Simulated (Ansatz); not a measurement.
Start from Ta in the bcc (W type) structure (space group Im-3m, No. 229; relaxed with 0.1 eV smearing).

```yaml
crystal:
  lattice:
    - [-1.62703, 1.62703, 1.62703]
    - [1.62703, -1.62703, 1.62703]
    - [1.62703, 1.62703, -1.62703]
  atoms:
    - { symbol: Ta, position: [0.00000, 0.00000, 0.00000] }
```

Cartesian axes are those of the cell as printed.

Method: LDA (Ansatz, a first-principles code, PAW, no SOC).

Base values:

The shortest interatomic distance comes out as 2.818 Å.

One thing is altered: a pure shear with ε_xy = ε_yx = 0.0057, atoms relaxed at fixed cell.

Question: Predict the new shortest interatomic distance.

Answer: The shortest interatomic distance drops by 0.011 Å (2.818 Å → 2.807 Å).

Question: What happens to the stress?

Answer: The stress (xx, yy, zz, yz, xz, xy; compression positive) amounts to (0.0, 0.0, 0.0, 0.0, 0.0, -0.8) GPa.

Question: Estimate the effect on the energy relative to the base.

Answer: The energy grows by 0.5 meV/atom.

The cells carry an imposed strain or load. Stability against distortions was not tested. The final runs are not spin-polarised.
